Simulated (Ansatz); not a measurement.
The starting structures come from a database of crystals and need not be the phases stable at ambient conditions.

 Where the default PAW files enter, the runs use the earlier of Ansatz's two default sets.

**Evanescent states of WO3 (P-42_1m, not sure to be the ambient phase, 16 atoms a cell, 14.0 Å³ an atom, -2 GPa at this level) along the normal of (110)**

Computed with PBEsol (plane waves, PAW; Ansatz, an electronic-structure program).

The gap is the functional's own, uncorrected, and κ follows it; spin-orbit coupling is left out. Mid-gap values are interpolated between the computed energies.

Energies count from the valence-band top; κ is the least over a 8×4 mesh across the current.

```json
[
 {"E (eV)": "0.04", "κ (1/Å)": "0.102", "where": "off Γ"},
 {"E (eV)": "0.10", "κ (1/Å)": "0.173", "where": "Γ"},
 {"E (eV)": "0.17", "κ (1/Å)": "0.187", "where": "Γ"},
 {"E (eV)": "0.24", "κ (1/Å)": "0.185", "where": "Γ"},
 {"E (eV)": "0.32", "κ (1/Å)": "0.182", "where": "Γ"},
 {"E (eV)": "0.39", "κ (1/Å)": "0.178", "where": "Γ"},
 {"E (eV)": "0.46", "κ (1/Å)": "0.173", "where": "Γ"},
 {"E (eV)": "0.53", "κ (1/Å)": "0.168", "where": "Γ"},
 {"E (eV)": "0.59", "κ (1/Å)": "0.162", "where": "Γ"},
 {"E (eV)": "0.67", "κ (1/Å)": "0.154", "where": "Γ"},
 {"E (eV)": "0.73", "κ (1/Å)": "0.146", "where": "Γ"},
 {"E (eV)": "0.81", "κ (1/Å)": "0.136", "where": "Γ"},
 {"E (eV)": "0.88", "κ (1/Å)": "0.124", "where": "Γ"},
 {"E (eV)": "0.94", "κ (1/Å)": "0.110", "where": "Γ"},
 {"E (eV)": "1.01", "κ (1/Å)": "0.092", "where": "Γ"},
 {"E (eV)": "1.08", "κ (1/Å)": "0.069", "where": "Γ"},
 {"E (eV)": "1.16", "κ (1/Å)": "0.027", "where": "Γ"}
]
```

Task: How thick must the barrier be to attenuate the transmission by 10^4 when the electrodes' Fermi level lies at 0.81 eV, and what attenuation does that film give at 0.39 eV?

Result: d = 4 ln 10 / (2 × 0.136) = 33.9 Å. At 0.39 eV it gives 4 × 0.178/0.136 = 5.2 decades.
